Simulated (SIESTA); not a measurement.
# A self-consistent single point of LaCoSi3 (I4mm, 5 atoms in the cell) with SIESTA

Level of theory: GGA PBEsol, numerical atomic orbitals DZP, PseudoDojo PBEsol standard norm-conserving potentials (rewritten from UPF to PSML) (SIESTA).

This input was run:

```
# files in the folder: La.psml Co.psml Si.psml (PseudoDojo PBEsol standard)
SystemName  LaCoSi3
SystemLabel lacosi3

NumberOfAtoms                5
NumberOfSpecies              3
%block ChemicalSpeciesLabel
  1 57 La
  2 27 Co
  3 14 Si
%endblock ChemicalSpeciesLabel
LatticeConstant              1.0 Ang
%block LatticeVectors
    -2.055999000    2.055999000    4.759628000
     2.055999000   -2.055999000    4.759628000
     2.055999000    2.055999000   -4.759628000
%endblock LatticeVectors
AtomicCoordinatesFormat      ScaledCartesian
%block AtomicCoordinatesAndAtomicSpecies
     0.000000000   -0.000000000    0.047215510  1
     0.000000000   -0.000000000    6.301081124  2
    -0.000000000    0.000000000    4.048539577  3
     2.055999000    0.000000000    2.488428711  3
    -0.000000000    2.055999000    2.488428711  3
%endblock AtomicCoordinatesAndAtomicSpecies

XC.functional                GGA
XC.authors                   PBEsol
PAO.BasisSize                DZP
PAO.EnergyShift              0.01 Ry
MeshCutoff                   350 Ry
%block kgrid.MonkhorstPack
    8   0   0  0.0
    0   8   0  0.0
    0   0   8  0.0
%endblock kgrid.MonkhorstPack
OccupationFunction           FD
ElectronicTemperature        0.1 eV

MaxSCFIterations             150
SCF.Mixer.Method             Pulay
SCF.Mixer.Weight             0.2
SCF.Mixer.History            6
SCF.DM.Tolerance             1.0E-04
Diag.ParallelOverK           true
WriteForces                  true
```

Output (repeated stretches shortened):

```
reinit: Reading from file input.fdf

reinit: System Name: LaCoSi3
reinit: System Label: lacosi3

coor:   Atomic-coordinates input format  =     Cartesian coordinates
coor:                                          (in units of alat)

siesta: Atomic coordinates (Bohr) and species
siesta:      0.00000  -0.00000   0.08922  1        1
siesta:      0.00000  -0.00000  11.90732  2        2
siesta:     -0.00000   0.00000   7.65063  3        3
siesta:      3.88528   0.00000   4.70245  3        4
siesta:     -0.00000   3.88528   4.70245  3        5

siesta: System type = bulk

initatomlists: Number of atoms, orbitals, and projectors:      5    77   104

siesta: ******************** Simulation parameters ****************************
redata: Spin configuration                          = none
redata: Time-Reversal Symmetry                      = T
redata: Number of Atomic Species                    =        3
redata: Mesh Cutoff                                 =   350.0000 Ry
redata: Net charge of the system                    =     0.0000 |e|
redata: Min. number of SCF Iter                     =        0
redata: Max. number of SCF Iter                     =      150
redata: SCF convergence failure will abort job
redata: SCF mix quantity                            = Hamiltonian
redata: Mix DM or H after convergence               =   F
redata: Recompute H after scf cycle                 =   F
redata: Mix DM in first SCF step                    =   T
redata: No kicks to SCF
redata: DM Mixing Weight for Kicks                  =     0.5000
redata: Require Harris convergence for SCF          =   F
redata: Harris energy tolerance for SCF             =     0.000100 eV
redata: Require DM convergence for SCF              =   T
redata: DM tolerance for SCF                        =     0.000100
redata: Require EDM convergence for SCF             =   F
redata: EDM tolerance for SCF                       =     0.001000 eV
redata: Require H convergence for SCF               =   T
redata: Hamiltonian tolerance for SCF               =     0.001000 eV
redata: Require (free) Energy convergence for SCF   =   F
redata: (free) Energy tolerance for SCF             =     0.000100 eV
redata: Using DFT-D3 dispersion                     =   F
redata: Using Saved Data (generic)                  =   F
redata: Method of Calculation                       = Diagonalization
redata: Electronic Temperature                      =  1160.4518 K
redata: Number of TDED substeps                     =        3
redata: Dynamics option                             = Single-point calculation
redata: Save all siesta data in one NC              =   F
redata: ***********************************************************************

%block SCF.Mixers
  Pulay
%endblock SCF.Mixers

%block SCF.Mixer.Pulay
  # Mixing method
  method pulay
  variant stable

  # Mixing options
  weight 0.2000
  weight.linear 0.2000
  history 6
%endblock SCF.Mixer.Pulay

DM_history_depth set to one: no extrapolation allowed by default for geometry relaxation
Size of DM history Fstack: 1
Total number of electrons:    40.000000
Total ionic charge:    40.000000

* ProcessorY, Blocksize:    1  64

* Orbital distribution balance (max,min):    77    77

k-point displ. along   1 input, could be:     0.00    0.50
k-point displ. along   2 input, could be:     0.00    0.50
k-point displ. along   3 input, could be:     0.00    0.50
 Kpoints in:          320 . Kpoints trimmed:          296

siesta: k-grid: Number of k-points = 296
siesta: k-points from Monkhorst-Pack grid
siesta: k-cutoff (effective) =    16.448 Ang
siesta: k-point supercell and displacements
siesta: k-grid:     8     0     0      0.000
siesta: k-grid:     0     8     0      0.000
siesta: k-grid:     0     0     8      0.000

diag: Algorithm                                     = D&C
diag: Parallel over k                               =   F
diag: Use parallel 2D distribution                  =   F
diag: Parallel block-size                           = 64
diag: Parallel distribution                         =     1 x     1
diag: Used triangular part                          = Lower
diag: Absolute tolerance                            =  0.100E-15
diag: Orthogonalization factor                      =  0.100E-05
diag: Memory factor                                 =  1.0000

superc: Internal auxiliary supercell:     7 x     7 x     7  =     343
superc: Number of atoms, orbitals, and projectors:   1715  26411  35672

                        Single-point calculation

superc: Internal auxiliary supercell:     7 x     7 x     7  =     343
superc: Number of atoms, orbitals, and projectors:   1715  26411  35672

outcell: Unit cell vectors (Ang):
       -2.055999    2.055999    4.759628
        2.055999   -2.055999    4.759628
        2.055999    2.055999   -4.759628

outcell: Cell vector modules (Ang)   :    5.577484    5.577484    5.577484
outcell: Cell angles (23,13,12) (deg):    136.7383    136.7383     62.8409
outcell: Cell volume (Ang**3)        :     80.4783
new_DM -- step:     1
Initializing Density Matrix...

Attempting to read DM from file... Failed...
DM filled with atomic data:

InitMesh: MESH = 54 x 54 x 48 = 139968
InitMesh: Mesh cutoff (required, used) =   350.000   367.518 Ry

stepf: Fermi-Dirac step function

        iscf     Eharris(eV)        E_KS(eV)     FreeEng(eV)     dDmax    Ef(eV) dHmax(eV)
   scf:    1    -5302.817765    -5415.931837    -5416.022949  1.737588 -4.072141 46.390915
   scf:    2    -5283.213335    -5423.478378    -5423.522881  0.705267 -5.614474 42.594210
   scf:    3    -5474.739166    -5456.335093    -5456.386699  0.190674 -5.277961 13.242593
   scf:    4    -5316.199309    -5419.452940    -5419.554961  0.696443 -4.208545 43.375198
   scf:    5    -5417.095775    -5454.688827    -5454.742608  0.615746 -5.373493 16.639539
   scf:    6    -5462.658172    -5459.508715    -5459.567967  0.071485 -5.231619  7.338977
   [... 2 lines left out ...]
   scf:    9    -5460.740014    -5460.706904    -5460.770651  0.011629 -5.123840  0.492375
   scf:   10    -5460.711643    -5460.712098    -5460.776174  0.005711 -5.115725  0.027839
   scf:   11    -5460.712126    -5460.712113    -5460.776182  0.000265 -5.116123  0.021542
   scf:   12    -5460.712144    -5460.712131    -5460.776191  0.000123 -5.116522  0.006213
   scf:   13    -5460.712140    -5460.712136    -5460.776192  0.000063 -5.116779  0.000356

SCF Convergence by DM+H criterion
max |DM_out - DM_in|         :     0.0000633962
max |H_out - H_in|      (eV) :     0.0003557495
SCF cycle converged after 13 iterations

Using DM_out to compute the final energy and forces

siesta: E_KS(eV) =            -5460.7121

siesta: E_KS - E_eggbox =     -5460.7121

siesta: Atomic forces (eV/Ang):
     1    0.000258    0.000258    0.165844
     2    0.005411    0.005411    0.038863
     3   -0.000520   -0.000520    0.147936
     4    0.000308   -0.001742   -0.174749
     5   -0.001742    0.000308   -0.174749
   Tot    0.003715    0.003715    0.003144
   Max    0.174749
   Res    0.086425    sqrt( Sum f_i^2 / 3N )
   Max    0.174749    constrained

Stress tensor Voigt[x,y,z,yz,xz,xy] (kbar):      -38.21      -38.21      -40.30        0.24        0.24       -0.01
(Free)E + p*V (eV/cell)    -5458.8217
Target enthalpy (eV/cell)    -5460.7762

siesta: Program's energy decomposition (eV):
siesta: Ebs     =     -1001.689636
siesta: Eions   =      7116.539993
siesta: Ena     =       875.119697
siesta: Ekin    =      2199.247677
siesta: Enl     =      -354.129270
siesta: Eso     =         0.000000
siesta: Edftu   =         0.000000
siesta: DEna    =        50.021501
siesta: DUscf   =         1.190676
siesta: DUext   =         0.000000
siesta: Ex      =     -1038.005333
siesta: Ec      =       -77.617091
siesta: Exc     =     -1115.622424
siesta: Eharris =     -5460.712140
siesta: Etot    =     -5460.712136
siesta: FreeEng =     -5460.776192

siesta: Atomic forces (eV/Ang):
siesta:      1    0.000258    0.000258    0.165844
siesta:      2    0.005411    0.005411    0.038863
siesta:      3   -0.000520   -0.000520    0.147936
siesta:      4    0.000308   -0.001742   -0.174749
siesta:      5   -0.001742    0.000308   -0.174749
siesta: ----------------------------------------
siesta:    Tot    0.003715    0.003715    0.003144

siesta: Stress tensor (static) (eV/Ang**3):
siesta:    -0.023852   -0.000009    0.000150
siesta:    -0.000009   -0.023852    0.000150
siesta:     0.000150    0.000150   -0.025156

siesta: Cell volume =         80.478301 Ang**3

siesta: Pressure (static):
siesta:                Solid            Molecule  Units
siesta:           0.00026451          0.00026584  Ry/Bohr**3
siesta:           0.02428627          0.02440857  eV/Ang**3
siesta:          38.91089943         39.10684106  kBar
```

The run converged in 13 iterations.

The starting cell comes from a database of computed structures (which also holds hypothetical and non-ambient phases and stackings), without a prior relaxation at this level. Its lattice was rescaled by a random factor within 2.5 % of one. Spin polarisation is off. Values carry the incompleteness of an atom-centred basis. With a pressure of about 4 GPa the cell is away from its equilibrium volume at this level.

Cost on one core of a shared machine: roughly 3 min.
